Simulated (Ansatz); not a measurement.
Worked example: relaxation of cell and atoms of ScCd (Pm-3m, 2 atoms in the cell) in Ansatz (a quantum-chemistry and plane-wave program).

Level of theory: PBEsol, default PAW files made with PBE (plane waves; Ansatz).

The change in words: atoms on their sites; basis.ecutwfc: 30.9 Ry → 15.4 Ry; relax: default → cell and atoms. Reference geometry:
```xyz
2
Lattice="3.5439 0.0000 0.0000 0.0000 3.5439 0.0000 0.0000 0.0000 3.5439" Properties=species:S:1:pos:R:3 pbc="T T T"
Sc     1.7719     1.7719     1.8219
Cd     0.0000     0.0000     0.0000
```

Reference input (self-consistent single point, DFT, PBEsol, plane waves, default PAW files made with PBE): basis.ecutwfc = 30.9 Ry; kpoints.mp_grid.grid = 9 9 9; hamiltonian.xc = pbesol; hamiltonian.pseudopotentials = {kind: paw} (the program's default PAW files); scf.occupations.method = gaussian; scf.occupations.width = 0.0073 Ry. This run's input differs from it in these lines:

Ansatz 0.2 input:
```diff
@@ -7,6 +7,6 @@
   atoms:
-    - { symbol: Sc, position: [0.500000, 0.500000, 0.514109] }
+    - { symbol: Sc, position: [0.500000, 0.500000, 0.500000] }
     - { symbol: Cd, position: [0.000000, 0.000000, 0.000000] }
 basis:
-  ecutwfc: 30.9 Ry
+  ecutwfc: 15.4 Ry
 kpoints:
@@ -18,2 +18,4 @@
   occupations: { method: gaussian, width: 0.0073 Ry }
+relax:
+  cell: {}
 output:
```

Output (repeated stretches shortened):

```
   [... SCF lines of the steps left out ...]
relax step   1: F+E_penalty+E_count = -10285.57336310 eV  Δ(F+E_penalty+E_count) = +0.000e0 eV  max|allowed force component| = 1.367e-29 eV/Å  Δτ_max = 0.0000 Å  P = -2.619 GPa  Ω = 44.508 Å³  (7 SCF iters, dr2 threshold 1.00e-7 eV, accepted)
relax step   2: F+E_penalty+E_count = -10288.57868315 eV  Δ(F+E_penalty+E_count) = -3.005e0 eV  max|allowed force component| = 3.188e-30 eV/Å  Δτ_max = 0.0000 Å  P = +53.998 GPa  Ω = 41.964 Å³  energy of the carried Pulay correction = +3.414e0 eV  [...]
   [... lines left out ...]
relax step 120: F+E_penalty+E_count = -10285.77712027 eV  Δ(F+E_penalty+E_count) = -2.395e-2 eV  max|allowed force component| = 7.231e-30 eV/Å  Δτ_max = 0.0000 Å  P = +0.007 GPa  Ω = 43.040 Å³  energy of the carried Pulay correction = +2.393e-2 eV  [...]
relax step 121: F+E_penalty+E_count = -10285.64764478 eV  Δ(F+E_penalty+E_count) = +1.295e-1 eV  max|allowed force component| = 5.193e-30 eV/Å  Δτ_max = 0.0000 Å  P = +0.140 GPa  Ω = 43.040 Å³  stress off target by 1.40e-1 GPa  SCF on the basis [...]
basis re-selected at this cell: Δ(F+E_penalty+E_count) = +1.295e-1 eV, ΔP = +0.132 GPa vs the last step
   [... lines left out ...]
Free energy (F): -10285.647645 eV
Fermi energy:    12.776305 eV
Error: variable-cell relaxation did not converge after 121 `relax_step` rows, as none of its last 50 fresh-basis SCF(s) at a relaxed cell met both thresholds with a finite energy. The last misses `relax.cell.stress_tol`: largest allowed force component 5.19e-30 eV/Å (`relax.f_tol` 1.00e-2 eV/Å), stress off the target on the free part of the cell 1.40e-1 GPa (`relax.cell.stress_tol` 5.00e-2 GPa), F+E_penalty+E_count -10285.64764478 eV. The closest is row 103, whose structure comes with this error. Larger ratio of force or stress to its threshold at each such SCF whose figures are numbers: 53.339, 46.723, 34.561, 33.400, 22.265, 27.626, 19.205, 15.903, 2.685, 3.984, 4.730, 5.614, [...]
   [... lines left out ...]
to start a new deck from the relaxed geometry:
  cell:  # Å, volume = 43.0325 Å³
    - [3.5042793296237558, -5.317873750087985e-33, 1.153551789606938e-33]
    - [-5.783306819981567e-33, 3.5042793296237558, -2.0503129199622446e-33]
    - [1.153551789606938e-33, -2.0422882118606312e-33, 3.5042793296237558]
  atoms:
    - { symbol: Sc, position: [0.49999999999999994, 0.49999999999999994, 0.49999999999999994] }
    - { symbol: Cd, position: [2.0073100456335103e-46, -9.178986702740592e-48, 1.0651164237010126e-47] }
```

The relaxation ended unconverged. 

The starting cell comes from a database of computed structures (which also holds hypothetical and non-ambient phases and stackings), without a prior relaxation at this level. Its lattice was rescaled by up to half a per cent. The cutoff lies below the one recommended for these files.

Cost on one core of a shared machine: roughly 2 min.
